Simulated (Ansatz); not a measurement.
Single solute atoms on Ru sites of hcp Ru, each beside a vacancy: the barrier for the solute to jump into the vacancy in the basal plane, counted from the relaxed pair on adjacent sites of that sublattice. PBE (Ansatz, a first-principles code, plane waves to 420 eV, PAW), climbing-image NEB, 36 sites, 4×4×4 shifted along c, energies as single points at geometries from a coarser mesh; static nuclei, fixed cell, no finite-size correction. This jump alone does not carry the solute far: the vacancy must also move round it. All rows are spin-restricted.

```csv
Solute (4d row),Group,Jump length (Å),Barrier (eV)
Zr,4,2.32,0.84
Nb,5,2.57,1.46
Rh,9,2.72,1.98
Pd,10,2.63,?
Ag,11,2.52,1.19
```

Question: Estimate the barrier of Pd by straight interpolation in the group number between its neighbours in the table, and compare with the computed value.

Answer: 1.98 + (1.19 − 1.98) × (10 − 9)/(11 − 9) ≈ 1.58 eV. The computed barrier is 1.60 eV, +0.02 eV from this estimate. Among these 5 solutes the barrier is highest for Rh (1.98 eV) and lowest for Zr (0.84 eV).
